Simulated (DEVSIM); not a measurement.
Device: Si p+/n-/n+ power diode, at 350 K.

```
layer (left to right)  material  thickness (μm)  Nd (cm⁻³)  Na (cm⁻³)   τn (s)   τp (s)
---------------------  --------  --------------  ---------  ---------  -------  -------
1                            Si            1.20          -     5.6e18  0.00068  0.00068
2                            Si            9.20     6.5e14          -  0.00068  0.00068
3                            Si            2.80     1.6e18          -  0.00068  0.00068
```

Left contact: ohmic. Right contact: ohmic. Voltage is applied to the left contact. Recombination: SRH at mid-gap, Auger. Mobility is μmin + (μ − μmin)/(1 + (N/Nref)^α).

Constants are typed, rounded textbook-type inputs, not results; the design itself was drawn at random and stands for no fabricated device. Values at 300 K; Nc and Nv go as T^1.5, mobilities as T to minus their exponent, the gap by Varshni's rule with the affinity fixed.

| parameter | Si |
|---|---|
| gap (eV) | 1.124 |
| affinity (eV) | 4.05 |
| permittivity | 11.7 |
| Nc (cm⁻³) | 2.86e19 |
| Nv (cm⁻³) | 3.1e19 |
| μn (cm²/Vs) | 1417 |
| μp (cm²/Vs) | 470 |
| μn,min | 52 |
| μp,min | 45 |
| Nref,n | 9.7e16 |
| Nref,p | 2.2e17 |
| αn | 0.68 |
| αp | 0.72 |
| T exponent of μn | 2.3 |
| T exponent of μp | 2.2 |
| Cn (cm⁶/s) | 2.8e-31 |
| Cp (cm⁶/s) | 9.9e-32 |
| Varshni α (eV/K) | 0.000473 |
| Varshni β (K) | 636 |

Simulated with DEVSIM: 1D drift-diffusion, Boltzmann statistics, complete ionisation; no tunnelling, impact ionisation, image-force lowering or self-heating.

The temperature was swept, all else fixed.

| temperature (K) | potential step across the device at zero bias (V) | dark forward voltage at 1 A/cm² (V) | dark forward voltage at 100 A/cm² (V) |
|---|---|---|---|
| 250 | 1.049 | 0.836 | 0.937 |
| 300 | 1.005 | 0.752 | 0.874 |
| 350 | 0.958 | … | … |
| 400 | 0.908 | 0.574 | 0.737 |
| 450 | 0.856 | 0.481 | 0.664 |
| 500 | 0.801 | 0.385 | 0.589 |

### Question
Fill in the missing entries.

### Answer

- 350, dark forward voltage at 1 A/cm² (V): 0.665
- 350, dark forward voltage at 100 A/cm² (V): 0.807
